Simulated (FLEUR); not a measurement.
Input and output of a self-consistent single point for YbZnPb (P6_3mc, 6 atoms in the cell) (FLEUR).

Method of the run: FLEUR with PBEsol, all-electron FLAPW (FLEUR), scalar-relativistic valence.

The change in words: lattice scaled by 0.98. Reference geometry:
```yaml
crystal:
  lattice:
    - [4.75572, 0.00000, 0.00000]
    - [-2.37786, 4.11857, 0.00000]
    - [0.00000, 0.00000, 7.57824]
  atoms:
    - { symbol: Yb, position: [0.00000, 0.00000, 0.75766] }
    - { symbol: Yb, position: [0.00000, 0.00000, 0.25766] }
    - { symbol: Zn, position: [0.66667, 0.33333, 0.94147] }
    - { symbol: Zn, position: [0.33333, 0.66667, 0.44147] }
    - { symbol: Pb, position: [0.66667, 0.33333, 0.54186] }
    - { symbol: Pb, position: [0.33333, 0.66667, 0.04186] }
```

Reference input (self-consistent single point, DFT, PBEsol, all-electron FLAPW (FLEUR), scalar-relativistic valence): Kmax = 4 1/bohr; GmaxXC = 12 1/bohr; xcFunctional = PBEs; jspins = 1; l_soc = F; mode = gauss; fermiSmearingEnergy = 0.00499791 Htr; mesh (inpgen div1-3) = 6 6 3; inpgen gamma flag = true; Gmax = 12 1/bohr; numbands = 0; maxIterBroyd = 40. This run's input differs from it in these lines:

```diff
@@ -3,6 +3,6 @@
 &input film=f /
-1.0000000000 0.0000000094 0.0000000000
--0.5000000081 0.8660253991 0.0000000000
-0.0000000000 0.0000000000 1.5935001023
-8.9870079618
+1.0000000000 0.0000000055 0.0000000000
+-0.5000000048 0.8660254010 0.0000000000
+0.0000000000 0.0000000000 1.5934998963
+8.8072687042
 1.0 1.0 1.0
@@ -48,5 +48,5 @@
          <bravaisMatrix>
-            <row-1>    8.9870079617999998     0.0000000844778748     0.0000000000000000</row-1>
-            <row-2>   -4.4935040536947648     7.7829771568327226     0.0000000000000000</row-2>
-            <row-3>    0.0000000000000000     0.0000000000000000    14.3207981064992129</row-3>
+            <row-1>    8.8072687042000002     0.0000000484399779     0.0000000000000000</row-1>
+            <row-2>   -4.4036343943748895     7.6273184112695560     0.0000000000000000</row-2>
+            <row-3>    0.0000000000000000     0.0000000000000000    14.0343817668289361</row-3>
          </bravaisMatrix>
```

Log, with long lists cut:

```
 Iteration:     1   Distance:      72.99446866 me/bohr^3
 Iteration:     2   Distance:      15.42370728 me/bohr^3
 Iteration:     3   Distance:      12.04041471 me/bohr^3
 Iteration:     4   Distance:      13.36121794 me/bohr^3
 Iteration:     5   Distance:       3.54488746 me/bohr^3
   [... 14 lines left out ...]
 Iteration:    20   Distance:       0.00034238 me/bohr^3
 Iteration:    21   Distance:       0.00034122 me/bohr^3
 Iteration:    22   Distance:       0.00020225 me/bohr^3
 Iteration:    23   Distance:       0.00000637 me/bohr^3
 Reset of history
 Run finished successfully
 Stop message:
   Structural relaxation: new displacements generated

[file out, last iteration]
             iter=     24
[...]
          total density-effective poten   -1.2876111500E+05
          total charge density-energy d   -1.4905605440E+03
 Updated energy parameters for spin:           1
[...]
 fermi energy and band-weighting factors:
   [... 7 lines left out ...]

[...]
FERMIE:
          first approx. to ef    (T=0)  :   0.316588 htr   (energy of the highest occ. eigenvalue)
          number of occ. states  (T=0)  :        697
          first approx. to seigv (T=0)  :  -7.296661 htr
          sum of weights of occ. states :  50.018519
          sum of semicore charge        :   0.000000 e
          fermi energy=   0.31567 har   work function=  -8.58991 ev
   [... lines left out ...]
          total moment                 =     0.00000
 Direct bandgap for spin            1 :    9.9547748759092336E-003  Htr
 ---->    free energy=                    -73578.7730419916 htr
   [... lines left out ...]
 TOTAL FORCE FOR ATOM TYPE=  1  X=  0.000   Y=  0.000   Z= -3.401
                       FX_TOT= 0.000000 FY_TOT= 0.000000 FZ_TOT= 0.002160
 TOTAL FORCE FOR ATOM TYPE=  2  X= -4.404   Y=  2.542   Z= -0.821
                       FX_TOT= 0.000000 FY_TOT= 0.000000 FZ_TOT= 0.003434
 TOTAL FORCE FOR ATOM TYPE=  3  X= -4.404   Y=  2.542   Z= -6.430
                       FX_TOT= 0.000000 FY_TOT= 0.000000 FZ_TOT=-0.005628
```

The run converged in 23 iterations. FLEUR gives forces in its relaxation mode, with a further iteration, so its stop message speaks of a relaxation. 

The starting cell comes from a database of computed structures (which also holds hypothetical and non-ambient phases and stackings), without a prior relaxation at this level. For this run, on top of that: lattice scaled by 0.98. Spin-orbit coupling is off. Spin polarisation is off. Values depend on the basis (sphere radii, cutoffs, local orbitals), which need not be converged. The log's line on a gap gives a spacing of levels on this mesh, which the program prints for metals too.

These are the values that this program gave, and no reference: the default basis lacks the next d shell.

Cost on one core of a shared machine: roughly 5 min.
